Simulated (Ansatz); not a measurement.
We consider Ag3SI (R3, No. 146, 5 atoms in the cell; start mp-22995), described by LDA (PAW; Ansatz, a quantum-chemistry and plane-wave program).

The input as run:

Ansatz 0.2 input:
```yaml
crystal:
  lattice:
    - [3.3799343688, 1.9514060177, 2.734455794]
    - [-3.3799343688, 1.9514060177, 2.734455794]
    - [0.0, -3.9028120353, 2.734455794]
  atoms:
    - { symbol: Ag, position: [0.0400831703, 0.3681455723, 0.5186108709] }
    - { symbol: Ag, position: [0.5186108709, 0.0400831703, 0.3681455723] }
    - { symbol: Ag, position: [0.3681455723, 0.5186108709, 0.0400831703] }
    - { symbol: S, position: [0.5489530827, 0.5489530827, 0.5489530827] }
    - { symbol: I, position: [0.9881873039, 0.9881873039, 0.9881873039] }
basis:
  ecutwfc: 520
  ecutrho_ratio: 4
  xc_grid: 2
kpoints:
  mp_grid: { grid: [8, 8, 8] }
hamiltonian:
  xc: lda
  dispersion: none
  pseudopotentials: { kind: paw }
scf:
  occupations: { method: fermi_dirac, width: 0.01 }
output:
  forces: true
  stress: true
  eigenvalues: true
relax:
  f_tol: 0.004
  escape_saddle: false
  max_steps: 80
  cell: { stress_tol: 0.02, fix: [volume] }
```

Output (set-up and result lines):

```
Relaxation: its limit of steps is 80 (relax.max_steps)
Crystal: 5 atoms, lattice volume = 108.213 Å³
Basis set: ecut = 520 eV, 2933 PW (Γ), exchange–correlation on 72×72×72 points (8 copies of the dense FFT grid, shifted against one another)
Bands: 48, of which v1, the nominal top of the filled ones, is band 40 counted from 1 (39 counted from 0)
Symmetry: 3 space group operations
Space group: R3 (ITA 146), of the structure as read, at distance tolerance 4.8e-5 Å
k-points: 90 of 512 (time reversal used)
Functional: x = slater, c = lda
SCF iter   1: F=—  HF=-30600.097677 eV  |F-HF|=—  |Δ(HF+E_count)|=         —  Δρ=1.06e-2  dr2=1.15e-1
SCF iter   2: F=—  HF=-30600.067698 eV  |F-HF|=—  |Δ(HF+E_count)|=   3.00e-2  Δρ=3.62e-3  dr2=1.19e-2
  ...
SCF 1 converged in 7 iterations: F = -30600.064198 eV  dr2 = 5.82e-8
Crystal: 5 atoms, lattice volume = 108.213 Å³
Basis set: ecut = 520 eV, 2945 PW (Γ), exchange–correlation on 72×72×72 points (8 copies of the dense FFT grid, shifted against one another)
Initial density: handed on by an earlier stage of this run
SCF 2 converged in 5 iterations: F = -30600.065364 eV  dr2 = 2.38e-7
Crystal: 5 atoms, lattice volume = 108.213 Å³
SCF 3 converged in 5 iterations: F = -30600.065445 eV  dr2 = 2.58e-9
Crystal: 5 atoms, lattice volume = 108.213 Å³
SCF 4 converged in 5 iterations: F = -30600.065500 eV  dr2 = 5.86e-9
Crystal: 5 atoms, lattice volume = 108.213 Å³
SCF iter   5: F=—  HF=-30600.065501 eV  |F-HF|=—  |Δ(HF+E_count)|=  1.82e-11  Δρ=1.28e-7  dr2=2.27e-11
SCF iter   6: F=-30600.065501 eV  HF=-30600.065501 eV  |F-HF|=0.00e0  |Δ(HF+E_count)|=  3.64e-12  Δρ=3.45e-8  dr2=1.18e-12
SCF 5 converged in 6 iterations: F = -30600.065501 eV  dr2 = 1.18e-12
SCF converged after 6 iterations
Free energy (F): -30600.065501 eV
Internal energy: -30600.065501 eV  (E = F + TS)
E sigma→0 (E₀):  -30600.065501 eV
Fermi energy:    11.352492 eV
--- Stress (GPa, compression-positive) ---
       -1.260427      -0.000000      -0.000000
        0.000000      -1.260427      -0.000000
       -0.000000      -0.000000      -1.265225
  P = ⅓ Tr σ = -1.2620 GPa (-12.620 kbar)
```

The cell is one volume of an energy–volume scan, off the minimum.

The PAW data were made under PBE.

Note: the relaxation could not lower the start's symmetry, so the cell can be a saddle point above a distorted one.

A start named mp-… is a Materials Project structure, which need not be a measured phase.
